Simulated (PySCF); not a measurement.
PySCF 2.14.0, PBE/def2-tzvp, df: Mo(NH)(F)(Cl)3 ([NH]=[Mo]([F])([Cl])([Cl])[Cl]), 7 atoms. The geometry is a generated start, not checked to be a minimum at this level.

```python
import time
import numpy
from pyscf import lib
from pyscf import gto, scf, dft, mp, cc, sgx
lib.logger.TIMER_LEVEL = 4
t0 = time.perf_counter()

mol = gto.M(
    atom='''
Mo     0.08170000     0.20470000     0.13740000
N     -0.02470000    -1.30040000    -0.70370000
H     -0.05010000    -2.16210000    -1.23260000
F      1.86270000    -0.04390000     0.54820000
Cl    -0.78090000     1.36820000    -1.53420000
Cl    -1.50710000    -0.24740000     1.61070000
Cl     0.41830000     2.18100000     1.17420000
''',
    basis='def2-tzvp',
    ecp={'Mo': 'def2-tzvp'},
    max_memory=3000,
    verbose=4,
)
mf = dft.RKS(mol, xc='pbe')
mf = mf.density_fit()
mf.chkfile = None
mf.kernel()
print('SCF converged:', mf.converged)
print('E(SCF) = %.10f' % mf.e_tot)
print('basis functions:', mol.nao_nr())
print('integrals held in memory:', getattr(mf, '_eri', None) is not None)
t1 = time.perf_counter()
print('wall of the SCF part: %.3f s' % (t1 - t0))
print('run ended')
```

Effective core potentials: those of the basis set, past Kr.

The program reports basis functions: 219, grid points: 117056.

Hardware: Arm Neoverse V2, 96 cores on 1 socket, no SMT, 1 L3 cache group.

Times are wall-clock medians of two to five repeats, from the common launch until the last copy ends, with nothing else on the machine. Processes are pinned to neighbouring cores unless said otherwise. The times hold for this build (PyPI wheel: OpenMP (GNU), a bundled serial OpenBLAS 0.3.3 under its C layer, NumPy's threaded OpenBLAS held to generic ARMv8 kernels, libcint, Libxc). Scratch files lie in a memory file system.

Ways to fill 88 cores (the node offers 329 GiB):
- 44 copies of 2 threads, 1 BLAS thread
- 11 copies of 8 threads, 1 BLAS thread
- 88 threads, 1 BLAS thread
- 2 copies of 44 threads, 1 BLAS thread
- 4 copies of 22 threads, 1 BLAS thread
- 22 copies of 4 threads, 1 BLAS thread

### Question
For throughput over a long queue of such jobs, how should the node be filled?

### Answer
44 copies of 2 threads, 1 BLAS thread: 5300 jobs an hour; within 8 % of it: 22 copies of 4 threads, 1 BLAS thread. At the low end 88 threads, 1 BLAS thread gives 720. The best is the narrowest job tried, and narrower ones have no timing here.

```csv
way,time till all copies end,jobs an hour,"memory in all, scratch files included"
"44 copies of 2 threads, 1 BLAS thread",30 s,5300,30 GiB
"22 copies of 4 threads, 1 BLAS thread",16 s,4900,15 GiB
"11 copies of 8 threads, 1 BLAS thread",9.1 s,4400,7.5 GiB
"4 copies of 22 threads, 1 BLAS thread",5.2 s,2800,2.8 GiB
"2 copies of 44 threads, 1 BLAS thread",4.8 s,1500,1.4 GiB
"88 threads, 1 BLAS thread",5.0 s,720,0.79 GiB
```

1 planned setting was not run, for want of time.
